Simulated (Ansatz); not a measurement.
The starting structures come from a database of crystals and need not be the phases stable at ambient conditions.

The decay constant κ of evanescent states in the gap governs leakage through a thin film.

```yaml
crystal:
  lattice:
    - [5.60995, 0.00000, 0.00000]
    - [0.00000, 7.45724, 0.00000]
    - [2.80498, -0.32314, 4.40847]
  atoms:
    - { symbol: In, position: [0.00000, 0.00000, 0.00000] }
    - { symbol: Ag, position: [0.66834, 0.32069, 0.66332] }
    - { symbol: Ag, position: [0.33166, 0.67931, 0.33668] }
    - { symbol: Ag, position: [0.00000, 0.50000, 0.00000] }
    - { symbol: P, position: [0.33869, 0.20950, 0.32262] }
    - { symbol: P, position: [0.66131, 0.79050, 0.67738] }
    - { symbol: O, position: [0.75594, 0.60709, 0.48812] }
    - { symbol: O, position: [0.24406, 0.39291, 0.51188] }
    - { symbol: O, position: [0.23736, 0.05042, 0.52528] }
    - { symbol: O, position: [0.76264, 0.94958, 0.47472] }
    - { symbol: O, position: [0.77928, 0.79662, 0.89098] }
    - { symbol: O, position: [0.22072, 0.20338, 0.10902] }
    - { symbol: O, position: [0.67026, 0.20338, 0.10902] }
    - { symbol: O, position: [0.32974, 0.79662, 0.89098] }
```

Space group of this cell: C2/m. The cell is taken as given; by r2SCAN its mean pressure is -5.6 GPa.

Transport runs along the normal of the first two printed cell vectors.

No gap correction and no spin-orbit coupling; mid-gap values are interpolated between computed energies.

Estimate the band gap and the smallest decay constant κ at mid-gap that r2SCAN run with Ansatz (an electronic-structure program) returns for this system.

Gap 1.66 eV on a 8×4×8 mesh; κ = 0.257 1/Å, at the zone centre.
